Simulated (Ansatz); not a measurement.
Consider the following.

Host crystal: wurtzite ZnO, with a band gap (PBE, scalar-relativistic without spin-orbit coupling).

End structure of OH on the 1x1 (10-10) surface of wurtzite ZnO (cut with top plane O + Zn), one in a 2x1 cell, started at the site 'over O at depth 0.9 Å':

```yaml
crystal:
  lattice:
    - [6.55898, 0.00000, 0.00000]
    - [0.00000, 5.29379, 0.00000]
    - [0.00000, 0.00000, 28.50000]
  atoms:
    - { symbol: O, position: [0.25000, 0.37743, 0.33452] }
    - { symbol: O, position: [0.75000, 0.37743, 0.33452] }
    - { symbol: Zn, position: [0.25000, 0.03125, 0.34633] }
    - { symbol: Zn, position: [0.75000, 0.03125, 0.34633] }
    - { symbol: O, position: [0.00000, 0.87215, 0.36753] }
    - { symbol: O, position: [0.50000, 0.87215, 0.36753] }
    - { symbol: Zn, position: [0.00000, 0.49479, 0.36289] }
    - { symbol: Zn, position: [0.50000, 0.49479, 0.36289] }
    - { symbol: O, position: [0.00000, 0.37176, 0.43285] }
    - { symbol: O, position: [0.50000, 0.37176, 0.43285] }
    - { symbol: Zn, position: [0.00000, 0.99599, 0.43628] }
    - { symbol: Zn, position: [0.50000, 0.99599, 0.43628] }
    - { symbol: O, position: [0.25000, 0.87015, 0.46746] }
    - { symbol: O, position: [0.75000, 0.87015, 0.46746] }
    - { symbol: Zn, position: [0.25000, 0.49048, 0.46515] }
    - { symbol: Zn, position: [0.75000, 0.49048, 0.46515] }
    - { symbol: O, position: [0.24115, 0.37089, 0.53223] }
    - { symbol: O, position: [0.75886, 0.37089, 0.53223] }
    - { symbol: Zn, position: [0.24639, 0.99299, 0.53459] }
    - { symbol: Zn, position: [0.75362, 0.99298, 0.53459] }
    - { symbol: O, position: [0.00000, 0.87079, 0.56732] }
    - { symbol: O, position: [0.50000, 0.86552, 0.56325] }
    - { symbol: Zn, position: [0.00001, 0.49157, 0.57045] }
    - { symbol: Zn, position: [0.50000, 0.49125, 0.56142] }
    - { symbol: O, position: [0.00002, 0.37029, 0.63930] }
    - { symbol: O, position: [0.50002, 0.34982, 0.62426] }
    - { symbol: Zn, position: [0.00003, 0.98812, 0.63698] }
    - { symbol: Zn, position: [0.50000, 0.98215, 0.63224] }
    - { symbol: O, position: [0.25255, 0.85841, 0.65941] }
    - { symbol: O, position: [0.74748, 0.85845, 0.65941] }
    - { symbol: Zn, position: [0.27382, 0.49402, 0.66508] }
    - { symbol: Zn, position: [0.72623, 0.49405, 0.66507] }
    - { symbol: O, position: [0.50006, 0.45357, 0.71377] }
    - { symbol: H, position: [0.50006, 0.59557, 0.73541] }
```

Model: 34-atom slab, 9.4 Å thick at the start under the adsorbate (thin: gaps and levels are the slab's own), 3x4x1 mesh, Fermi-Dirac 0.01 eV, dipole correction, 16 atoms held, the rest relaxed; start symmetry kept, larger cells not searched; spin-polarised, ending with about 0.7 μB a cell, a value that depends on the mesh; orders that need a larger cell were not tried, no spin-orbit, no U, no dispersion correction. The slab shows no gap over 0.04 eV on its mesh. At the end it is bonded to 2 Zn. In PBE it is, or lies within 0.03 eV of, the lowest of the starts that converged.

A negative adsorption energy means that the adsorbate is more stable on the surface than in its reference.

**Question.** What work function of the top face does Ansatz (a first-principles code) with PBE give?

**Answer.** 5.97 eV

**Question.** Predict the adsorption energy against H2O(g) − ½ H2(g) from PBE.

**Answer.** 1.38 eV

**Question.** Give the change of the step from the bottom to the top vacuum level, against the clean slab at the level PBE.

**Answer.** 0.19 eV
